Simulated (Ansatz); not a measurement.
WRu (model structure, Fm-3m, No. 225, 2 atoms in the cell), treated with r²SCAN in Ansatz (plane waves, PAW).

Settings: plane-wave cutoff 560 eV, 20×20×20 k mesh, Fermi–Dirac smearing 0.05 eV, no spin polarisation, scalar-relativistic PAW data made under PBE.

Cell (relaxed at this level):

```yaml
crystal:
  lattice:
    - [0.00000, 2.54918, 2.54918]
    - [2.54918, 0.00000, 2.54918]
    - [2.54918, 2.54918, 0.00000]
  atoms:
    - { symbol: Ru, position: [0.00000, 0.00000, 0.00000] }
    - { symbol: W, position: [0.50000, 0.50000, 0.50000] }
```

### Question
Give the computed bulk modulus.

### Answer

- bulk modulus = 249 GPa

Note: the run has no spin polarisation, so it can have missed a magnetic state; the bulk modulus is −V dP/dV from two relaxed cells at ±2 % in volume; the relaxation could raise the start's symmetry but not lower it, so the cell can be a saddle point.

Spin–orbit coupling is not included.

The computed numbers hold no vibrational or temperature effects.

A model structure was made by putting elements into a prototype or built by hand; it is no filed structure, need not be a known phase, and can be a saddle point held by its symmetry.

Ansatz is a program for electronic structure.
